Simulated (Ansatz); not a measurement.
**A computed series for InP: response to strain**

The parent structure is InP in the zinc blende structure (space group F-43m, No. 216; a = 5.9073 Å). Axes: x, y, z lie along the cube axes.

Strains are applied to the cell and any free atomic positions relax; under biaxial strain the out-of-plane vector relaxes too.

The values are results of Kohn–Sham DFT with the r2SCAN functional, run in Ansatz (a quantum-chemistry and plane-wave program) with PAW and 500 eV plane waves, no spin-orbit coupling, earlier PAW set, not measurements.

Notes on the quantities. energy relative to the base: free energy F; pressure: mean of the normal stresses, compression positive.

| change | shortest interatomic distance | energy relative to the base | pressure |
|---|---|---|---|
| base | 2.558 Å | 0 meV/atom | 0.1 kbar |
| biaxial strain −2.22 %, plane normal [001], relaxed out of plane | 2.541 Å | +7.8 meV/atom | 14.8 kbar |
| biaxial strain −1.70 %, plane normal [111], relaxed out of plane | 2.533 Å | +7.0 meV/atom | 17.3 kbar |
| isotropic strain −4.11 % | 2.453 Å | +97 meV/atom | 114.2 kbar |
| isotropic strain −2.32 % | 2.499 Å | +29 meV/atom | 56.5 kbar |
| isotropic strain +0.69 % | 2.576 Å | +2.3 meV/atom | -13.4 kbar |
| uniaxial strain ε_xx = +1.56 % | 2.571 Å | +1.9 meV/atom | -10.2 kbar |
| tensor shear ε_xz = +1.42 % | 2.550 Å | +3.0 meV/atom | 0.2 kbar |
| tensor shear ε_xy = −1.59 % | 2.549 Å | +3.7 meV/atom | 0.2 kbar |
| tensor shear ε_yz = −0.50 % | 2.555 Å | +0.4 meV/atom | 0.1 kbar |

No phonon test of stability was made.
